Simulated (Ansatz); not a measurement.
```yaml
crystal:
  lattice:
    - [0.00000, 2.69570, 2.76309]
    - [2.69570, 0.00000, 2.76309]
    - [2.69570, 2.69570, 0.00000]
  atoms:
    - { symbol: Ga, position: [0.00000, 0.00000, 0.00000] }
    - { symbol: P, position: [0.25000, 0.25000, 0.25000] }
```

No spin polarisation.

Computed with LDA/PAW in Ansatz (an electronic-structure program), no SOC. Settings: 11×11×11 k-points, 0.05 eV Fermi–Dirac smearing.

Q: Predict the pressure, valence-band top at Γ and electron mass.

A: 
- Pressure (mean of the normal stresses, compression positive): -2.12 GPa
- Valence-band top at Γ (three highest levels, from the VBM): 0.00, 0.00, -0.15 eV
- Electron mass: 1.0 mₑ along k, 0.23 mₑ across (off the special points)

The levels and masses belong to the bands next to the band gap. The cells carry an imposed strain or load. Masses are band curvatures over ±0.01 Å⁻¹ around the edge. Along k means along the line from Γ to the band edge. Stability against distortions was not tested. The cell was made from GaP in the zinc blende structure (space group F-43m, No. 216) by this change: uniaxial strain ε_zz = +2.50 %.
